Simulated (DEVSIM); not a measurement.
Structure: Co/SiO2/p-Si capacitor, at 300 K.

```
layer (left to right)  material  thickness (nm)  Na (cm⁻³)
---------------------  --------  --------------  ---------
1                          SiO2            2.40          -
2                            Si            9700       7e15
```

Metal gate on the left, work function 5 eV. Fixed charge at the semiconductor interface -7e11 cm⁻² (in units of +e); interface traps 1.5e12 cm⁻² eV⁻¹, uniform in energy, neutral level at 0.5 of the gap above the valence band.

Constants are typed, rounded textbook-type inputs, not results; the design itself was drawn at random and stands for no fabricated device. Values at 300 K.

| parameter | SiO2 | Si |
|---|---|---|
| gap (eV) | 9 | 1.124 |
| affinity (eV) | 0.9 | 4.05 |
| permittivity | 3.9 | 11.7 |
| Nc (cm⁻³) | - | 2.86e19 |
| Nv (cm⁻³) | - | 3.1e19 |

Model (solved in DEVSIM): 1D Poisson equation in equilibrium, Boltzmann statistics, complete ionisation; no quantum confinement or tunnelling. Metal contacts follow the ideal Schottky-Mott rule: no Fermi-level pinning, no interface dipoles.

### Question
Tabulate band edges, carrier densities and field at 0.7 V on the gate.

### Answer
Energies count from the Fermi level of the right contact; mesh points crowd at the junctions.

```
x (μm)     Ec (eV)  Ev (eV)  n (cm⁻³)  p (cm⁻³)  field (V/cm)
---------  -------  -------  --------  --------  ------------
0.000        3.400   -5.600     < 1e2     < 1e2        550000
0.0009600    3.453   -5.547     < 1e2     < 1e2        550000
0.001920     3.506   -5.495     < 1e2     < 1e2        550000
0.002982     0.383   -0.741    1.1e13     1.1e7         33000
0.006395     0.394   -0.730    6.8e12     1.7e7         32000
0.01287      0.415   -0.709    3.1e12     3.8e7         32000
0.02837      0.463   -0.661    4.8e11     2.4e8         30000
0.08150      0.608   -0.516     1.8e9    6.5e10         24000
0.1823       0.798   -0.326   1100000    1.0e14         13000
0.4096       0.905   -0.219     18000    6.5e15           420
0.9224       0.907   -0.217     17000    7.0e15           ≈ 0
2.726        0.907   -0.217     17000    7.0e15           ≈ 0
5.745        0.907   -0.217     17000    7.0e15           ≈ 0
7.949        0.907   -0.217     17000    7.0e15           ≈ 0
9.110        0.907   -0.217     17000    7.0e15           ≈ 0
9.441        0.907   -0.217     17000    7.0e15           ≈ 0
9.591        0.907   -0.217     17000    7.0e15           ≈ 0
9.654        0.907   -0.217     17000    7.0e15           ≈ 0
9.687        0.907   -0.217     17000    7.0e15           ≈ 0
9.696        0.907   -0.217     17000    7.0e15           ≈ 0
9.700        0.907   -0.217     17000    7.0e15           ≈ 0
9.702        0.907   -0.217     17000    7.0e15           ≈ 0
```
